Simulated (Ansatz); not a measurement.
Results of PBEsol in Ansatz (plane waves, PAW) for Ba2BeN2 (model structure, started from the Ca2ZnN2 type, I4/mmm, No. 139, 5 atoms in the cell).

Input file:

Ansatz 0.2 input:
```yaml
crystal:
  lattice:
    - [-2.0252417581, 2.0252417581, 6.0307539416]
    - [2.0252417581, -2.0252417581, 6.0307539416]
    - [2.0252417581, 2.0252417581, -6.0307539416]
  atoms:
    - { symbol: Ba, position: [0.65026759, 0.65026759, 0.0] }
    - { symbol: Ba, position: [0.34973241, 0.34973241, 0.0] }
    - { symbol: Be, position: [0.0, 0.0, 0.0] }
    - { symbol: N, position: [0.8717436348, 0.8717436348, 0.0] }
    - { symbol: N, position: [0.1282563652, 0.1282563652, 0.0] }
basis:
  ecutwfc: 520
  ecutrho_ratio: 4
  xc_grid: 2
kpoints:
  mp_grid: { grid: [20, 20, 20] }
  band_path:
    path:
      - [0.0, 0.0, 0.0]
      - [0.0, 0.0, 0.045455]
      - [0.0, 0.0, 0.090909]
      - [0.0, 0.0, 0.136364]
      - [0.0, 0.0, 0.181818]
      - [0.0, 0.0, 0.227273]
      - [0.0, 0.0, 0.272727]
      - [0.0, 0.0, 0.318182]
      - [0.0, 0.0, 0.363636]
      - [0.0, 0.0, 0.409091]
      - [0.0, 0.0, 0.454545]
      - [0.0, 0.0, 0.5]
      - [0.25, 0.25, 0.25]
      - [0.214286, 0.285714, 0.214286]
      - [0.178571, 0.321429, 0.178571]
      - [0.142857, 0.357143, 0.142857]
      - [0.107143, 0.392857, 0.107143]
      - [0.071429, 0.428571, 0.071429]
      - [0.035714, 0.464286, 0.035714]
      - [0.0, 0.5, 0.0]
      - [0.0, 0.4375, 0.0]
      - [0.0, 0.375, 0.0]
      - [0.0, 0.3125, 0.0]
      - [0.0, 0.25, 0.0]
      - [0.0, 0.1875, 0.0]
      - [0.0, 0.125, 0.0]
      - [0.0, 0.0625, 0.0]
      - [0.125, 0.125, -0.125]
      - [0.25, 0.25, -0.25]
      - [0.375, 0.375, -0.375]
      - [0.5, 0.5, -0.5]
      - [0.463032, 0.536968, -0.463032]
      - [0.426065, 0.573935, -0.426065]
      - [0.389097, 0.610903, -0.389097]
      - [0.352129, 0.647871, -0.352129]
      - [0.315161, 0.684839, -0.315161]
      - [0.278194, 0.721806, -0.278194]
      - [-0.278194, 0.278194, 0.278194]
      - [-0.243419, 0.243419, 0.243419]
      - [-0.208645, 0.208645, 0.208645]
      - [-0.173871, 0.173871, 0.173871]
      - [-0.139097, 0.139097, 0.139097]
      - [-0.104323, 0.104323, 0.104323]
      - [-0.069548, 0.069548, 0.069548]
      - [-0.034774, 0.034774, 0.034774]
      - [-0.056387, 0.056387, 0.5]
      - [0.5, 0.5, -0.056387]
      - [0.5, 0.5, -0.105678]
      - [0.5, 0.5, -0.154968]
      - [0.5, 0.5, -0.204258]
      - [0.5, 0.5, -0.253548]
      - [0.5, 0.5, -0.302839]
      - [0.5, 0.5, -0.352129]
      - [0.5, 0.5, -0.401419]
      - [0.5, 0.5, -0.45071]
    npoints: 1
hamiltonian:
  xc: pbesol
  dispersion: none
  pseudopotentials: { kind: paw }
scf:
  occupations: { method: fermi_dirac, width: 0.05 }
  convergence: { dr2_threshold: 0.0000000005 }
output:
  forces: true
  stress: true
  eigenvalues: true
  write_bands: true
```

Excerpt of the program's output:

```
Crystal: 5 atoms, lattice volume = 98.943 Å³
Basis set: ecut = 520 eV, 2703 PW (Γ), FFT grids on a1+a3, a2+a3, a3, exchange–correlation on 64×64×100 points (8 copies of the dense FFT grid, shifted against one another)
Bands: 21, of which v1, the nominal top of the filled ones, is band 16 counted from 1 (15 counted from 0)
Symmetry: 16 space group operations
Space group: I4/mmm (ITA 139), of the structure as read, at distance tolerance 4.6e-5 Å
k-points: 641 of 8000
Functional: x = pbesol(κ = 0.804, μ = 0.12345679012345678), c = pbesol(β = 0.046)
SCF iter   1: F=—  HF=-12576.319348 eV  |F-HF|=—  |Δ(HF+E_count)|=         —  Δρ=9.76e-3  dr2=1.27e-1
SCF iter   2: F=—  HF=-12576.294930 eV  |F-HF|=—  |Δ(HF+E_count)|=   2.44e-2  Δρ=2.19e-3  dr2=6.92e-3
  ...
SCF iter   6: F=—  HF=-12576.293870 eV  |F-HF|=—  |Δ(HF+E_count)|=   6.12e-7  Δρ=4.73e-6  dr2=2.00e-8
SCF iter   7: F=-12576.293870 eV  HF=-12576.293870 eV  |F-HF|=4.86e-10  |Δ(HF+E_count)|=   1.60e-8  Δρ=7.00e-7  dr2=4.54e-10
SCF 1 converged in 7 iterations: F = -12576.293870 eV  dr2 = 4.54e-10
SCF converged after 7 iterations
Free energy (F): -12576.293870 eV
Internal energy: -12576.293852 eV  (E = F + TS)
E sigma→0 (E₀):  -12576.293861 eV
Fermi energy:    9.053217 eV
--- Forces (eV/Å), atoms counted from 1 ---
  atom   1  Ba    -0.00000000     0.00000000    -0.00113063
  atom   2  Ba    -0.00000000     0.00000000     0.00113063
  atom   3  Be    -0.00000000    -0.00000000     0.00000000
  atom   4  N      0.00000000     0.00000000    -0.00345279
  atom   5  N      0.00000000     0.00000000     0.00345279
--- Stress (GPa, compression-positive) ---
       -0.000511       0.000000       0.000000
        0.000000      -0.000511      -0.000000
        0.000000       0.000000       0.015512
  P = ⅓ Tr σ = 0.0048 GPa (0.048 kbar)
```

The PAW data were made under PBE.

Note: the relaxation could raise the start's symmetry but not lower it, so the cell can be a saddle point.

The result took around 2.3 core-minutes (rough).

A model structure was made by putting elements into a prototype or built by hand; it is no filed structure, need not be a known phase, and can be a saddle point held by its symmetry.

Ansatz is a program for electronic structure.
